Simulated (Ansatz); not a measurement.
Defect: O vacancy in beta Ga2O3 strained by +1.5 % along x and y, z held, charge state +2. All values below come from PBE, PAW (plane waves to 420 eV; Ansatz, a quantum-chemistry and plane-wave program).

120-site cell at the strained lattice (strain from the relaxed PBE one, atoms relaxed), the Γ point alone, smearing 0.01 eV, spin-restricted, no finite-size correction. No zero-point or tunnelling terms. The charge state is imposed; whether it is stable for some Fermi level was not computed. Forms of the defect that were not tried may lie lower.

Barriers: single points on a 2×2×2 k-point mesh shifted by half a step at the bands' geometries (they differ from the bands' own by up to 0.10 eV, and are uncertain by about as much).

The step: one O atom jumps into the vacancy from a nearby O site (strongly reconstructed ends). Atoms about the jump, Cartesian Å from the middle of the jump, before and after:

```csv
atom,x0,y0,z0,x1,y1,z1
O1,0.99,0.70,-0.38,-0.99,-0.70,0.38
Ga2,-0.86,0.93,-1.21,-1.15,0.78,-1.11
Ga3,1.15,-0.78,1.11,0.86,-0.93,1.21
O4,0.60,0.73,2.20,0.66,0.78,2.12
O5,-0.66,-0.78,-2.12,-0.60,-0.73,-2.20
O6,-1.02,2.32,0.34,-0.99,2.26,0.38
O7,0.99,-2.26,-0.38,1.02,-2.32,-0.34
Ga8,0.91,2.34,1.08,0.86,2.49,1.21
Ga9,-0.86,-2.49,-1.21,-0.91,-2.34,-1.08
O10,-0.52,2.41,-2.32,-0.60,2.30,-2.20
O11,0.60,-2.30,2.20,0.52,-2.41,2.32
O12,-2.81,0.80,-1.37,-3.01,0.78,-1.40
O13,3.01,-0.78,1.40,2.81,-0.80,1.37
```

### Question
Give the saddle-point geometry and the barrier.

### Answer

```csv
atom,x,y,z
O1,-0.01,0.00,0.00
Ga2,-0.96,0.67,-1.34
Ga3,0.96,-0.69,1.32
O4,0.67,0.93,2.34
O5,-0.66,-0.95,-2.34
O6,-1.02,2.53,0.48
O7,1.02,-2.53,-0.48
Ga8,0.80,2.53,1.24
Ga9,-0.80,-2.54,-1.24
O10,-0.57,2.27,-2.26
O11,0.57,-2.27,2.25
O12,-2.88,0.71,-1.40
O13,2.88,-0.72,1.39
```
It lies 1.20 eV above the start and 1.20 eV above the end. The saddle point's order was not checked, and it lies on a symmetry element of the cell, where a band can be held.
